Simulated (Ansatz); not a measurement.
The starting structures come from a database of crystals and need not be the phases stable at ambient conditions.

Inside the gap of an insulator the Bloch states are evanescent, with a wavenumber k + iκ along the transport direction.

Here is the system:

```
CELL_PARAMETERS angstrom
      3.83445     0.00000     0.00000
      0.00000     5.42273     0.00000
      0.00000     2.71136     2.76670
ATOMIC_POSITIONS crystal
  Sr 0.00000 0.00000 0.00000
  Ti 0.50000 0.50000 0.00000
  O  0.50000 0.50000 0.50000
  O  0.50000 0.00000 0.50000
  O  0.00000 0.50000 0.00000
```

The cell is strained (lengths across the current scaled by 0.98, ions clamped); by r2SCAN it stands under a pressure of 7.4 GPa.

Transport runs along the normal of the first two printed cell vectors.

The gap is the functional's own, uncorrected, and κ follows it; spin-orbit coupling is left out. Mid-gap means the computed energy nearest the middle.

### Question
Estimate the band gap and the smallest decay constant κ at mid-gap that r2SCAN run with Ansatz (an electronic-structure program) returns for this system.

### Answer
Gap 2.29 eV on a 8×12×12 mesh; κ = 0.251 1/Å, at the zone centre.
